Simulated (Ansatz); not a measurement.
## HgS under a change: biaxial strain −0.50 %, plane normal [001], relaxed out of plane

Start from HgS in the zinc blende structure (space group F-43m, No. 216; a = 5.8759 Å). Axes: x, y, z lie along the cube axes.

Perturbation: compressive biaxial strain of 0.50 % in the plane normal to [001], as in epitaxy on a mismatched substrate; the out-of-plane cell vector and the atoms relax.

The values are results of PBEsol (Ansatz, a quantum-chemistry and plane-wave program), no SOC, not measurements. Settings: 10×10×10 k-points, 0.05 eV Fermi–Dirac smearing.

```csv
quantity,base,changed,shift
volume per atom,25.36 Å³,25.30 Å³,-0.06 Å³
space group,F-43m (No. 216),I-4m2 (No. 119),–
shortest interatomic distance,2.544 Å,2.542 Å,-0.002 Å
energy relative to the base (free energy F),0 meV/atom,+0.2 meV/atom,+0.2 meV/atom
band gap,zero,zero,–
out-of-plane strain (rough),–,+0.77 %,–
mean in-plane stress (compression positive) (rough),–,+0.2 GPa,–
```

Final structure (turned so that z lies along the plane normal):

```yaml
crystal:
  lattice:
    - [4.13409, 0.00000, 0.00000]
    - [0.00000, 4.13409, 0.00000]
    - [2.06704, -2.06704, 2.96051]
  atoms:
    - { symbol: Hg, position: [0.00000, 0.00000, 0.00000] }
    - { symbol: S, position: [0.75000, 0.75000, 0.50000] }
```

A case with no gap was solved on a k-mesh chosen for an insulator, which is coarse for it. Without a gap, meshes like the base's 10×10×10 leave anisotropic stresses uncertain by several tenths of a GPa, and small strain energies with them. With Hg present, leaving out spin-orbit coupling can change the band edges. Whether these cells are dynamically stable was not tested. All final runs are without spin polarisation. The zero or small gap of HgS can change with the level of theory.
